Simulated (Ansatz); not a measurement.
Reference: BeS (F-43m), HSE06, rigid bands (plane waves, PAW, scalar-relativistic; Ansatz, a first-principles code); geometry: cell and atoms relaxed with PBEsol.

```cif
data_BeS
_chemical_formula_sum 'Be1 S1'
_space_group_name_H-M_alt 'P 1'
_space_group_IT_number 1
_cell_length_a 3.42062
_cell_length_b 3.42062
_cell_length_c 3.42062
_cell_angle_alpha 60.000
_cell_angle_beta 60.000
_cell_angle_gamma 60.000
loop_
_space_group_symop_operation_xyz
  'x, y, z'
loop_
_atom_site_label
_atom_site_type_symbol
_atom_site_fract_x
_atom_site_fract_y
_atom_site_fract_z
_atom_site_occupancy
Be1 Be 0.00000 0.00000 0.00000 1
S1 S 0.75000 0.75000 0.75000 1
```

| Quantity | Value |
|---|---|
| band gap | 4.04 eV |
| electron conductivity mass | 0.36 mₑ |
| hole conductivity mass | 0.64 mₑ |
| Seebeck coefficient, n-type 1e19 cm⁻³ | -272 μV/K |

Q: Replace Be by Zn on the same sites and relax. What happens?

A: ZnS (F-43m): volume per atom 14.2 to 19.2 Å³; band gap falls (4.04 eV to 3.46 eV); electron conductivity mass falls (0.36 mₑ to 0.21 mₑ); hole conductivity mass rises (0.64 mₑ to 0.73 mₑ); Seebeck coefficient, n-type 1e19 cm⁻³ falls in size (-272 μV/K to -119 μV/K).

Moves up to 5 % count as about the same. Masses are for dilute carriers at 300 K, harmonic means over directions unless an axis is named. Seebeck coefficients are for the stated density at 300 K, with one relaxation time for all states and whether or not that doping can be reached. Spin-orbit coupling is left out.
